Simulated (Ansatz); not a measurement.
Substrate model: Si(100) 2x1 dimer surface, one row of 4 dimers, 5 layers, bottom layer H-capped and fixed, every top atom capped by Br; cell 7.7 x 15.3 Å; about 7 Å thick over its heavy atoms, 24 atoms held; the lower dihydride is canted and the layers over it are shifted sideways by a few tenths of an Å, alike in all states. Computed with PBE-D3(BJ) (plane waves to 420 eV, PAW; Ansatz, a program for electronic structure). Sampling: 2x1x1 k points. The slab states were run without spin polarisation. No spin-orbit coupling. Slab thickness, cell and mesh are as stated and are not converged limits. Each barrier is the saddle point's height over the relaxed start (climbing-image NEB, finished by a saddle search where needed); no vibrational corrections are included. A partial Hessian shows a single imaginary mode at the top, within the atoms moved. The relaxed ends are local minima reached from one prepared geometry each.

Step: SiH4 swaps its H for the surface Br. Bonds to break: Si(34)-Br(60), Si(a0)-H(a1). Bonds to form or keep: Si(34)-H(a1), Br(60)-Si(a0).

Relaxed start, atoms near the reaction:

```
atom    x (Å)   y (Å)   z (Å)
------  -----  ------  ------
Si(3)   4.080   4.487   7.597
Si(5)   1.043   6.401   6.387
Si(7)   4.707   6.402   6.390
Si(9)   2.876   6.300   4.919
Si(11)  6.708   6.373   5.128
Br(31)  4.813   4.450   9.704
Si(32)  1.667   8.319   7.594
Si(34)  4.078   8.320   7.597
Si(35)  4.083  12.154   7.590
Si(36)  1.044  10.236   6.390
Si(38)  4.707  10.234   6.389
Si(40)  2.875  10.134   4.921
Si(42)  6.709  10.207   5.130
Si(44)  2.875   8.207   3.595
Br(60)  4.804   8.286   9.707
Br(61)  0.923   8.277   9.697
Br(62)  0.954  12.112   9.710
Br(63)  4.834  12.120   9.693
Si(a0)  3.363  10.678  12.926
H(a1)   2.577   9.825  11.990
H(a2)   3.082  10.269  14.336
H(a3)   4.821  10.509  12.651
H(a4)   2.985  12.110  12.742
```

Predict the barrier and the reaction energy of this step.

Barrier 1.77 eV forward and 1.84 eV back, reaction energy -0.07 eV.

How long are the bonds that change, at the top of the path?


| pair | start (Å) | top (Å) | end (Å) |
|---|---|---|---|
| Si(34)-Br(60) | 2.23 | 2.46 | 4.45 |
| Si(34)-H(a1) | 4.88 | 1.70 | 1.50 |
| Br(60)-Si(a0) | 4.26 | 2.49 | 2.24 |
| Si(a0)-H(a1) | 1.49 | 1.82 | 3.80 |
